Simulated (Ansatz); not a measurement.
The starting structures come from a database of crystals and need not be the phases stable at ambient conditions.

## Evanescent states of MgTe (Fm-3m, rock salt, not sure to be the ambient phase, 2 atoms a cell, 26.3 Å³ an atom) along the normal of (111)

Computed with PBEsol (plane waves, PAW; Ansatz, an electronic-structure program).

The gap is the functional's own. No spin-orbit coupling. Mid-gap values are interpolated on the energy grid.

Energies count from the valence-band top; κ is the least over a 12×12 mesh across the current.

```tsv
E (eV)	κ (1/Å)	where
0.03	0.026	Γ
0.07	0.044	Γ
0.12	(withheld)	Γ
0.17	(withheld)	Γ
0.23	(withheld)	Γ
0.28	(withheld)	Γ
0.33	(withheld)	off Γ
0.38	0.060	off Γ
0.42	0.030	off Γ
```

Q: Fill in the missing entries.

A: 
- 0.12, κ (1/Å): 0.056
- 0.17, κ (1/Å): 0.066
- 0.23, κ (1/Å): 0.074
- 0.28, κ (1/Å): 0.080
- 0.33, κ (1/Å): 0.078
